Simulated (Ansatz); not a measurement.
# ScAl3, pressure series

The parent structure is ScAl3 in the Cu3Au type structure (space group Pm-3m, No. 221; a = 4.1055 Å).

Cell and atoms are relaxed at each pressure.

Calculations: PBE/PAW in Ansatz (a first-principles code), no SOC.

| pressure (GPa) | volume per atom (Å³/atom) |
|---|---|
| -1 | 17.507 |
| 0 | 17.300 |
| 3 | 16.752 |
| 7 | 16.131 |
| 15 | 15.158 |
| 30 | 13.861 |
| 50 | ? |
| 75 | 11.641 |
| 100 | 10.872 |

**Question.** Fit the third-order Birch–Murnaghan form P(V) = (3B₀/2)[(V₀/V)^(7/3) − (V₀/V)^(5/3)]·[1 + (3/4)(B₀′ − 4)((V₀/V)^(2/3) − 1)] (squares taken in P) to the rows shown and predict the withheld row.

**Answer.** Least squares on the printed values gives V₀ = 17.294 Å³/atom, B₀ = 88.7 GPa, B₀′ = 3.8; this predicts 12.674 Å³/atom, and the run gives 12.679 Å³/atom, 0.005 higher.

Load acts through the strain it causes; cell and atoms are relaxed under it. Stability against distortions was not tested. No other phases were tried under pressure. The final runs are not spin-polarised.
